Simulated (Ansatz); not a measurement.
The cell is made up: elements placed on another compound's structure type, so the phase may be hypothetical.

By PBEsol, the system below comes out a metal.

Here is the system:

```xyz
4
Lattice="4.0611 0.0000 0.0000 0.0000 5.7432 0.0000 0.0000 2.8716 2.8716" Properties=species:S:1:pos:R:3 pbc="T T T"
Nb     0.0000     0.0000     0.0000
N      0.0000     1.4358     1.4358
N      0.0000     4.3074     1.4358
N      2.0305     0.0000     0.0000
```

Space group of this cell: Pm-3m, ReO3 type. The cell was relaxed by PBE-D3(BJ); by PBEsol its mean pressure is -1.7 GPa.

The current flows along the normal of the first two printed cell vectors. No spin-orbit coupling; the value is a mean over 0.1 eV about the Fermi level.

Task: Compute, with PBEsol run with Ansatz (an electronic-structure program), the ballistic conductance per area.

Result: 1.2 × 10¹⁵ S/m² for both spins.
